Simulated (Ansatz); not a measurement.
Base system: LiNbO₃ (space group R3c, No. 161).

```
LiNbO3
1.0
    2.53373     1.46285     4.56243
   -2.53373     1.46285     4.56243
    0.00000    -2.92570     4.56243
Li Nb O
2 2 6
Direct
  0.28114   0.28114   0.28114
  0.78114   0.78114   0.78114
  0.99752   0.99752   0.99752
  0.49752   0.49752   0.49752
  0.10552   0.36572   0.71719
  0.71719   0.10552   0.36572
  0.36572   0.71719   0.10552
  0.21719   0.86572   0.60552
  0.86572   0.60552   0.21719
  0.60552   0.21719   0.86572
```

Cartesian axes are those of the cell as printed.

Level of theory: DFT with LDA, PAW potentials and a 420 eV plane-wave cutoff in Ansatz (a program for electronic structure), scalar-relativistic without spin-orbit coupling.

Strains are applied to the cell and any free atomic positions relax.

One change was made to it. Results:

```json
[
 {"quantity": "energy relative to the base (free energy F)", "base": "0 meV/atom", "after": "+3.4 meV/atom"},
 {"quantity": "pressure (mean of the normal stresses, compression positive)", "base": "0.0 kbar", "after": "-25.5 kbar"},
 {"quantity": "shortest interatomic distance", "base": "1.880 Å", "after": "1.875 Å"}
]
```

Q: Which of these changes matches the shifts?
A) uniaxial strain ε_xx = +3.00 %
B) uniaxial strain ε_xx = +1.50 %
C) uniaxial strain ε_xx = +2.25 %

A: C, uniaxial strain ε_xx = +2.25 %. For comparison, the energy relative to the base in the other runs: uniaxial strain ε_xx = +1.50 % gives +1.5 meV/atom; uniaxial strain ε_xx = +3.00 % gives +5.9 meV/atom.

No phonon test of stability was made.
